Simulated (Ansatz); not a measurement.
Start from NaF in the rock salt structure (space group Fm-3m, No. 225).

```
CELL_PARAMETERS angstrom
      0.00000     2.35059     2.35059
      2.35059     0.00000     2.35059
      2.35059     2.35059     0.00000
ATOMIC_POSITIONS crystal
  Na 0.00000 0.00000 0.00000
  F  0.50000 0.50000 0.50000
```

The values are results of PBE (Ansatz, a program for electronic structure; PAW; 420 eV plane waves; without spin-orbit coupling), not measurements.

Before the change:

- Width of the top valence band = 0.53 eV

One thing is altered: the cell is scaled by 0.9850 in all directions, atoms relaxed at fixed cell.

Problem. Predict the new width of the top valence band.

Solution. The width of the top valence band rises by 0.04 eV, from 0.53 eV to 0.57 eV.

Problem. What happens to the mean gap deformation potential ΔEg/Δln V?

Solution. The mean gap deformation potential ΔEg/Δln V comes out as -5.3 eV.

The cells carry an imposed strain or load. Whether these cells are dynamically stable was not tested.
